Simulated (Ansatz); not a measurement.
PtTe2 under a change: biaxial strain −2.00 %, plane normal [001], relaxed out of plane

The reference is PtTe$_{2}$ (space group P-3m1, No. 164; a = 4.0526 Å, c = 5.0969 Å; layered; relaxed with 0.1 eV smearing). Axes: x lies along a and z along c of the hexagonal cell.

Modification: biaxial strain −2.00 %, plane normal [001], relaxed out of plane (Cartesian); in-plane vectors clamped, the third vector and the atoms free.

Level of theory: PBE-D3(BJ)/PAW in Ansatz (a program for electronic structure), no SOC. Settings: 16×16×12 k-points, 0.1 eV Fermi–Dirac smearing.

- Volume per atom: 23.77 Å³ (base 24.17 Å³)
- Space group: P-3m1 (No. 164) (base P-3m1 (No. 164))
- Shortest interatomic distance: 2.689 Å (base 2.707 Å)
- Pressure (mean of the normal stresses, compression positive): 2.2 GPa (base 0.0 GPa)
- Band gap: zero (base zero)
- Out-of-plane strain: +2.44 %
- Mean in-plane stress (compression positive): +3.4 GPa

No phonon test of stability was made. The final runs are not spin-polarised.
